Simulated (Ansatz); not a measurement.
Take SiC in the zinc blende structure (space group F-43m, No. 216; a = 4.356 Å) as the base.

Calculations: r2SCAN (Ansatz, an electronic-structure program; PAW; 500 eV plane waves; scalar-relativistic without spin-orbit coupling).

Base values:

| Property | Value |
|---|---|
| Shortest interatomic distance | 3.565 bohr |
| Smallest direct gap | 5.05 eV |
| Electron mass | 0.64 mₑ along k, 0.23 mₑ across (at X) |
| Band gap | 1.71 eV |

Modification: a hydrostatic pressure of 9 GPa.

### Question
How does this affect the shortest interatomic distance?

### Answer
The shortest interatomic distance decreases by 0.044 bohr to 3.521 bohr.

### Question
Predict the new smallest direct gap.

### Answer
The smallest direct gap increases by 0.046 eV to 5.09 eV.

### Question
Estimate the effect on the electron mass.

### Answer
The electron mass changes from 0.64 mₑ along k, 0.23 mₑ across (at X) to 0.63 mₑ along k, 0.22 mₑ across (at X).

### Question
What happens to the band gap?

### Answer
The band gap drops by 0.026 eV (1.71 eV → 1.69 eV).

Load acts through the strain it causes; cell and atoms are relaxed under it. Effective masses come from finite differences of ±0.01 Å⁻¹. Along k means along the line from Γ to the band edge. Stability against distortions was not tested. No other phases were tried under pressure.
